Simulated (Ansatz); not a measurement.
**Re: element substitutions**

Start from Re in the hcp (Mg type) structure (space group P6_3/mmc, No. 194; a = 2.7579 Å, c = 4.4628 Å).

Each row replaces one element on all its sites; cell and atoms are relaxed.

Level of theory: r2SCAN in Ansatz (plane waves to 500 eV, PAW, no spin-orbit coupling).

```json
[
 {"variant": "base", "c/a ratio": "1.618", "volume per atom": "14.70 Å³"},
 {"variant": "Re → W", "c/a ratio": "1.799", "volume per atom": "16.30 Å³"},
 {"variant": "Re → Ti", "c/a ratio": "1.579", "volume per atom": "17.30 Å³"},
 {"variant": "Re → Ta", "c/a ratio": "1.773", "volume per atom": "18.48 Å³"}
]
```

No phonon test of stability was made. For W and Ta in this form, whether it has been made was not checked. All final runs are without spin polarisation. This is not the structure that W has at room temperature and ambient pressure. This is not the structure that Ta has at room temperature and ambient pressure.

Ansatz is a program for electronic structure.
